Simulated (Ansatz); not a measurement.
A zone-centre phonon calculation of La₃Ag (P6_3/mmc, 8 atoms in the cell) with Ansatz (an electronic-structure program).

Method: LDA (PW92), PAW files made with PBE (plane waves; Ansatz).

```xyz
8
Lattice="7.3324 0.0000 0.0000 -3.6662 6.3501 0.0000 0.0000 0.0000 5.4876" Properties=species:S:1:pos:R:3 pbc="T T T"
La     1.9452     1.1230     4.1157
La     1.7211     5.2270     1.3719
La     0.0000     2.2461     1.3719
La     3.6662     4.1040     4.1157
La     5.3873     1.1230     4.1157
La    -1.7211     5.2270     1.3719
Ag     3.6662     2.1167     1.3719
Ag     0.0000     4.2334     4.1157
```

Reference input (self-consistent single point, DFT, LDA (PW92), plane waves, PAW files made with PBE): kpoints.mp_grid.grid = 3 3 4; hamiltonian.xc = lda; hamiltonian.pseudopotentials = {kind: paw} (the program's default PAW files); scf.occupations.method = gaussian; scf.occupations.width = 0.0073 Ry. This run's input differs from it in these lines:

```diff
@@ -26,6 +26,4 @@
     width: 0.0073 Ry
-output:
-  forces: true
-  eigenvalues: true
-  stress: true
+phonons:
+  method: dfpt
```

Output (repeated stretches shortened):

```
SCF iter   1: F=—  HF=-51420.288818 eV  |F-HF|=—  |Δ(HF+E_count)|=         —  Δρ=4.50e-1  dr2=1.17e3  ethr=3.10e-3  ⟨swp⟩=6.3  Hψ=8588  notcnv=0
all-band conjugate gradients solve this SCF's bands
automatic band count: the SCF goes on with 74 bands, as 63 were too few: they end inside the smearing window of the response
preconditioner: auto → Kerker (q_TF=auto, 2.349 Å⁻¹)
   [... lines left out ...]
SCF iter  12: F=—  HF=-51373.852018 eV  |F-HF|=—  |Δ(HF+E_count)|=   2.80e-8  Δρ=1.47e-6  dr2=6.70e-9  ethr=1.52e-10  ⟨swp⟩=2.3  Hψ=1310  notcnv=0  defer=199
SCF iter  13: F=—  HF=-51373.852018 eV  |F-HF|=—  |Δ(HF+E_count)|=  5.75e-10  Δρ=5.03e-7  dr2=5.33e-10  ethr=6.44e-12  ⟨swp⟩=3.1  Hψ=1817  notcnv=0  defer=199
SCF iter  14: F=—  HF=-51373.852018 eV  |F-HF|=—  |Δ(HF+E_count)|=  7.28e-11  Δρ=7.94e-8  dr2=1.61e-11  ethr=1.00e-12  ⟨swp⟩=2.3  Hψ=1316  notcnv=0  defer=199
SCF iter  15: F=-51373.852018 eV  HF=-51373.852018 eV  |F-HF|=1.46e-11  |Δ(HF+E_count)|=  2.91e-11  Δρ=1.94e-8  dr2=1.20e-12  ethr=1.00e-12  ⟨swp⟩=35.0  Hψ=12853  notcnv=0
SCF 1 converged in 15 iterations: F = -51373.852018 eV  dr2 = 1.20e-12
WARN: eigensolver did not converge (k=3) …
DFPT response loops at Γ: preconditioner auto → Kerker (q_TF=auto, 2.349 Å⁻¹) (partly filled bands, converged f_vac=0.000) …
Free energy (F): -51373.852018 eV
Internal energy: -51373.790372 eV  (E = F + TS)
   [... lines left out ...]
Fermi energy:    11.469638 eV
   [... lines left out ...]
  ASR residual per site (eV/Å²): 9.38e-5 9.38e-5 9.38e-5 9.38e-5 9.38e-5 9.38e-5 9.33e-5 9.33e-5
  Γ frequencies (cm⁻¹): -68.97 -57.37 -57.37 -52.46 0.00 0.00 0.00 20.03 20.03 39.16 39.16 39.77 39.77 47.39 47.39 54.72 54.72 57.31 58.16 58.16 78.84 81.24 83.93 89.87
  non-analytic LO–TO correction: not included (Born effective charges unavailable; polar crystals: no LO–TO splitting at Γ)
```

The run converged in 15 iterations. 

Summary of the result:
| Quantity | Value |
|---|---|
| Free energy E − TS (on the zero of these files) | -51373.8520 eV |
| Fermi level (on the code's own zero) | 11.47 eV |
| Zone-centre frequencies (cm⁻¹; negative means imaginary) | -69, -57, -57, -52, 0, 0, 0, 20, 20, 39, 39, 40, 40, 47, 47, 55, 55, 57, 58, 58, 79, 81, 84, 90 |

The starting cell comes from a database of computed structures (which also holds hypothetical and non-ambient phases and stackings), without a prior relaxation at this level. Its lattice was rescaled by a random factor within 2.5 % of one.

Cost on one core of a shared machine: roughly 4 min.

Keys are those of Ansatz 0.2.
